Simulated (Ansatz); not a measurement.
## A computed series for hypothetical rock salt GaSb: response to strain

The parent structure is GaSb in the rock salt structure (space group Fm-3m, No. 225; a = 5.699 Å; a hypothetical phase, not in the database extracts checked; relaxed with 0.1 eV smearing). Axes: x, y, z lie along the cube axes.

Strains are applied to the cell and any free atomic positions relax; under biaxial strain the out-of-plane vector relaxes too; under stress the whole cell relaxes.

Levels (all Ansatz, a quantum-chemistry and plane-wave program, PAW): PBEsol (420 eV, scalar-relativistic without spin-orbit coupling); r2SCAN (500 eV, spin-orbit coupling left out).

Pressures by level, all at the geometries relaxed with PBEsol:

| case | PBEsol | r2SCAN |
|---|---|---|
| base | 0.0 GPa | 1.5 GPa |
| biaxial strain −1.08 %, plane normal [001], relaxed out of plane | 1.1 GPa | 2.7 GPa |
| uniaxial strain ε_yy = −2.79 % | 2.1 GPa | 3.7 GPa |
| uniaxial stress, 0.5 GPa compression along z | 0.2 GPa | 1.7 GPa |
| uniaxial stress, 2 GPa tension along z | -0.7 GPa | 0.7 GPa |
| strain tensor (xx, yy, zz, yz, xz, xy) = (+1.39, +1.72, −1.34, +0.56, +0.63, +0.54) % | -1.0 GPa | 0.4 GPa |
| strain tensor (xx, yy, zz, yz, xz, xy) = (−0.12, −1.32, −0.49, +0.40, +1.15, +0.09) % | 1.3 GPa | 2.9 GPa |

Single points use the geometry relaxed with PBEsol. Their cutoffs differ, which shifts pressures a little. Stability under load was not tested beyond the relaxation. The final runs are not spin-polarised.
